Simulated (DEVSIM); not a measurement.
# GaP n-p junction from an implanted or diffused profile

Device: GaP n-p junction from an implanted or diffused profile, at 400 K.

| layer (left to right) | material | thickness (μm) | Na (cm⁻³) | τn (s) | τp (s) |
|---|---|---|---|---|---|
| 1 | GaP | 100 | 2.6e14 | 2.4e-7 | 2.4e-7 |

Added donor profile: 2.9e16 cm⁻³ × exp(−(x − 0.12 μm)²/(2·(0.2 μm)²)). Left contact: ohmic. Right contact: ohmic. Voltage is applied to the left contact. Recombination: SRH at mid-gap. Mobility is μmin + (μ − μmin)/(1 + (N/Nref)^α).

The device is made up for the run: typed textbook-type constants, with dimensions and the other settings drawn at random. Values at 300 K; Nc and Nv go as T^1.5, mobilities as T to minus their exponent, the gap by Varshni's rule with the affinity fixed.

```tsv
parameter	GaP
gap (eV)	2.26
affinity (eV)	3.8
permittivity	11.1
Nc (cm⁻³)	1.8e19
Nv (cm⁻³)	1.9e19
μn (cm²/Vs)	250
μp (cm²/Vs)	150
μn,min	10
μp,min	10
Nref,n	4.4e18
Nref,p	1e18
αn	0.8
αp	0.85
T exponent of μn	1.6
T exponent of μp	1.98
Varshni α (eV/K)	0.00058
Varshni β (K)	372
```

Model (solved in DEVSIM): 1D drift-diffusion, Boltzmann statistics, complete ionisation; no tunnelling, impact ionisation, image-force lowering or self-heating.

Potential step across the device at zero bias: 1.573 V
Dark forward voltage at 1 A/cm²: 2.834 V

Dark reverse current:

| V (V) | J (A/cm²) |
|---|---|
| 0.20 | 3.1e-12 |
| 0.50 | 6.4e-12 |
| 1.00 | 1.1e-11 |
| 1.50 | 1.5e-11 |
| 2.00 | 1.9e-11 |
| 3.00 | 2.5e-11 |
| 4.00 | 3.0e-11 |
| 5.00 | 3.5e-11 |
| 6.50 | 4.2e-11 |
| 8.00 | 4.7e-11 |
| 10.00 | 5.5e-11 |

Small-signal capacitance in reverse bias (quasi-static):

```csv
V (V),C (nF/cm²)
0.2,3.43
0.5,3.16
1,2.82
1.5,2.57
2,2.38
3,2.10
4,1.90
5,1.75
6.5,1.58
8,1.45
10,1.32
```
